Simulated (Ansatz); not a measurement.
# ScAl3 in the Cu3Au type structure (space group Pm-3m, No. 221)

```
ScAl3
1.0
    4.08608     0.00000     0.00000
    0.00000     4.08608     0.00000
    0.00000     0.00000     4.08608
Al Sc
3 1
Direct
  0.00000   0.50000   0.50000
  0.50000   0.50000   0.00000
  0.50000   0.00000   0.50000
  0.00000   0.00000   0.00000
```

The values are results of r2SCAN/PAW in Ansatz (a program for electronic structure), scalar-relativistic without spin-orbit coupling, earlier PAW set, not measurements. Settings: 11×11×11 k-points, 0.05 eV Fermi–Dirac smearing.

| Property | Value |
|---|---|
| Volume per atom | 17.06 Å³ |
| Density | 3.06 g/cm³ |
| Band gap | zero |
| Total energy | -940.940 eV/atom (σ→0; compares only within this code and set-up) |

No phonon test of stability was made. All final runs are without spin polarisation.
